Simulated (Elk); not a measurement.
Band structure of GaNi (Pm-3m, 2 atoms in the cell).

```yaml
crystal:
  lattice:
    - [2.88305, 0.00000, 0.00000]
    - [0.00000, 2.88305, 0.00000]
    - [0.00000, 0.00000, 2.88305]
  atoms:
    - { symbol: Ga, position: [0.00000, 0.00000, 0.00000] }
    - { symbol: Ni, position: [0.50000, 0.50000, 0.50000] }
```

Method: PBEsol, all-electron FP-LAPW, Elk's shipped species files, default APW+lo basis run with Elk.

Settings: xctype = 22; stype = 0; swidth = 0.00499791 Ha; ngridk = 9 9 9; rmtscf = 0.92; maxscl = 100.

The starting cell comes from a database of computed structures (which also holds hypothetical and non-ambient phases and stackings), without a prior relaxation at this level. Its lattice was rescaled by a random factor within 2.5 % of one. Spin polarisation is off. Values depend on the basis (sphere radii, cutoffs, local orbitals), which need not be converged.

Levels in eV from the Fermi level, bands 11 to 18:
```
point     11     12     13     14     15     16     17     18
-----  -----  -----  -----  -----  -----  -----  -----  -----
Γ      -2.93  -1.40  -1.40  -1.40   4.94   4.94   4.94  10.55
X      -2.75  -2.27  -2.27  -1.40  -0.63  10.26  10.26  11.59
M      -3.35  -2.89  -1.83  -1.83  -0.95   1.50   2.30  11.54
R      -4.30  -0.91  -0.91   0.57   3.43   3.43   3.43   4.12
```

Bands cross the Fermi level along this path, so the cell is metallic at this level.
